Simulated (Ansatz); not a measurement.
Base system: BP in the zinc blende structure (space group F-43m, No. 216; a = 4.537 Å).

Modification: a hydrostatic pressure of 18 GPa.

Levels (all Ansatz, a quantum-chemistry and plane-wave program, PAW): r2SCAN (500 eV, no spin-orbit coupling); HSE06 (420 eV, without spin-orbit coupling).

The geometry is relaxed with r2SCAN.

- r2SCAN lowest conduction level above the VBM at special points: X 1.32 eV; U 2.29 eV; K 2.29 eV; Γ 3.76 eV

Predict the lowest conduction level above the VBM at special points from HSE06.

The lowest conduction level above the VBM at special points goes from X 1.32 eV; U 2.29 eV; K 2.29 eV; Γ 3.76 eV to X 1.87 eV; U 2.84 eV; K 2.84 eV; Γ 4.50 eV.

Single points use the geometry relaxed with r2SCAN. Their cutoffs differ, which shifts pressures a little. HSE06 gaps are upper bounds (no full band path). The levels and masses belong to the bands next to the band gap. Load acts through the strain it causes; cell and atoms are relaxed under it. No phonon test of stability was made. No other phases were tried under pressure.
